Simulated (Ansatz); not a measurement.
# Step by step: reaction energy

Subject: the reaction energy. Reaction: 1/2 ZnF2 (rutile) + Li (bcc) → LiF (rock salt) + 1/2 Zn (hcp). Negative: the products are lower in energy.

LiF (rock salt, Fm-3m), 2 atoms in the cell. Conventional cell: a = 4.068 Å, b = 4.068 Å, c = 4.068 Å, α = 90.00°, β = 90.00°, γ = 90.00°.

ZnF2 (rutile, P4₂/mnm), 6 atoms in the cell. Conventional cell: a = b = 4.800 Å, c = 3.176 Å, α = β = γ = 90.00°.

Method: Ansatz (an electronic-structure program), PAW, neutral cells at 0 K with nuclei at rest, on structures from PBE. Ansatz runs with its default PAW set. Other levels take these structures. The lattices are those relaxed with PBE, so at other levels the solids can be strained, which adds to the spread.

Total energies of the cells in eV, at zero smearing width. They compare only within one column; the weights balance every element.

| cell | atoms | weight | PBE+D3(BJ) | LDA |
|---|---|---|---|---|
| LiF (rock salt) | 2 | +4 | -1016.51683 | -998.64384 |
| Zn (hcp) | 2 | +1 | -6638.86478 | -6492.41886 |
| ZnF2 (rutile) | 6 | −1 | -9874.97261 | -9670.03044 |
| Li (bcc) | 1 | −4 | -204.85535 | -201.63615 |

PBE+D3(BJ): 4 × (-1016.51683) + (-6638.86478) − (-9874.97261) − 4 × (-204.85535) = -10.538 eV; dividing by 4 gives -2.63 eV.

LDA: 4 × (-998.64384) + (-6492.41886) − (-9670.03044) − 4 × (-201.63615) = -10.419 eV; dividing by 4 gives -2.60 eV.

What follows from the PBE+D3(BJ) value: Per mole of the reaction as written, -2.635 eV × 96.485 = -254.2 kJ.
